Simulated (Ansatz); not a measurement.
Candidates: A. bcc W (36 sites, 3×3×5 shifted; B moves farthest, 1.59 Å); B. hcp Ru (36 sites, 4×4×4 shifted along c; B moves farthest, 2.15 Å); C. rock-salt TiN (64 sites, 4×4×4 shifted; B moves farthest, 2.11 Å). Calculation: PBE, PAW (plane waves to 420 eV; Ansatz, an electronic-structure program).

Each figure is the lowest single hop between equivalent sites among the routes that converged and passed our checks, counted from the lowest site run. It need not be the barrier to long-range diffusion, and untried routes may lie lower. Climbing-image NEB, static nuclei, fixed cells, no finite-size correction; on the finer meshes named, energies are single points at the band's geometries. Saddle orders were checked for a part of the study's bands only and are not shown. Spin-orbit coupling is left out.

Rank these hosts by the lowest hop barrier of interstitial B, charge 0, lowest first.

C (1.15 eV), A (1.64 eV), B (1.87 eV)
